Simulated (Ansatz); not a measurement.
The reference is BeSe in the zinc blende structure (space group F-43m, No. 216; a = 5.129 Å).

Modification: cell and atoms relaxed at a pressure of 22.5 GPa.

All numbers come from PBEsol, PAW, 420 eV (Ansatz, a quantum-chemistry and plane-wave program; without spin-orbit coupling).

Base, band edges from the VBM (valence, conduction): X -2.70, 2.47; W -3.37, 6.03; L -1.09, 4.29; Γ 0.00, 4.28; K -2.26, 3.63; U -2.26, 3.63 eV.

### Question
Give the band edges at the high-symmetry points of the new zone, measured from its valence-band maximum.

### Answer
```json
[
 {"point": "Γ", "valence edge (eV)": "0.00", "conduction edge (eV)": "4.89"},
 {"point": "X", "valence edge (eV)": "-3.49", "conduction edge (eV)": "1.96"},
 {"point": "U", "valence edge (eV)": "-2.94", "conduction edge (eV)": "3.36"},
 {"point": "K", "valence edge (eV)": "-2.94", "conduction edge (eV)": "3.36"},
 {"point": "L", "valence edge (eV)": "-1.42", "conduction edge (eV)": "5.01"},
 {"point": "W", "valence edge (eV)": "-4.44", "conduction edge (eV)": "6.21"}
]
```

The gap is 1.96 eV, indirect, Γ → X.

Load acts through the strain it causes; cell and atoms are relaxed under it. Stability against distortions was not tested. No other phases were tried under pressure.
